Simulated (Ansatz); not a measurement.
Input:

End structure of the (21-32) surface of hcp Be in its 1x1 cell, outermost plane spacing 0.23 Å in the ideal cut:

```yaml
crystal:
  lattice:
    - [4.22522, 0.00000, 0.00000]
    - [1.80402, 5.47204, 0.00000]
    - [0.00000, 0.00000, 26.50000]
  atoms:
    - { symbol: Be, position: [0.02447, 0.75598, 0.30592] }
    - { symbol: Be, position: [0.32200, 0.00355, 0.31394] }
    - { symbol: Be, position: [0.78183, 0.11331, 0.32767] }
    - { symbol: Be, position: [0.01384, 0.40566, 0.33566] }
    - { symbol: Be, position: [0.46121, 0.50050, 0.34690] }
    - { symbol: Be, position: [0.68846, 0.78642, 0.36406] }
    - { symbol: Be, position: [0.16658, 0.86270, 0.38168] }
    - { symbol: Be, position: [0.39061, 0.16739, 0.38719] }
    - { symbol: Be, position: [0.86201, 0.24933, 0.40407] }
    - { symbol: Be, position: [0.09043, 0.53711, 0.41374] }
    - { symbol: Be, position: [0.55495, 0.61868, 0.43070] }
    - { symbol: Be, position: [0.78580, 0.91888, 0.43946] }
    - { symbol: Be, position: [0.25259, 0.00044, 0.45732] }
    - { symbol: Be, position: [0.48183, 0.29478, 0.46570] }
    - { symbol: Be, position: [0.94633, 0.37874, 0.48293] }
    - { symbol: Be, position: [0.17796, 0.67151, 0.49110] }
    - { symbol: Be, position: [0.64210, 0.75652, 0.50890] }
    - { symbol: Be, position: [0.87373, 0.04929, 0.51707] }
    - { symbol: Be, position: [0.33823, 0.13325, 0.53430] }
    - { symbol: Be, position: [0.56747, 0.42759, 0.54268] }
    - { symbol: Be, position: [0.03426, 0.50914, 0.56054] }
    - { symbol: Be, position: [0.26511, 0.80934, 0.56930] }
    - { symbol: Be, position: [0.72963, 0.89091, 0.58626] }
    - { symbol: Be, position: [0.95805, 0.17870, 0.59593] }
    - { symbol: Be, position: [0.42945, 0.26064, 0.61281] }
    - { symbol: Be, position: [0.65348, 0.56532, 0.61832] }
    - { symbol: Be, position: [0.13160, 0.64160, 0.63594] }
    - { symbol: Be, position: [0.35885, 0.92753, 0.65310] }
    - { symbol: Be, position: [0.80622, 0.02236, 0.66434] }
    - { symbol: Be, position: [0.03823, 0.31471, 0.67233] }
    - { symbol: Be, position: [0.49806, 0.42447, 0.68606] }
    - { symbol: Be, position: [0.79559, 0.67205, 0.69408] }
```

Slab: 32 atoms, 10.5 Å thick at the start (thin: gaps and levels are the slab's own); k 9x7x1, smearing 0.1 eV, dipole-corrected; all atoms relaxed; symmetry of the start imposed; no spin, no spin-orbit, no U.

**Question.** Predict the work function of the top face from PBE run with Ansatz (a first-principles code).

**Answer.** 4.69 eV

**Question.** Give the surface energy (mean of both faces) at the level PBE.

**Answer.** 149 meV/Å²
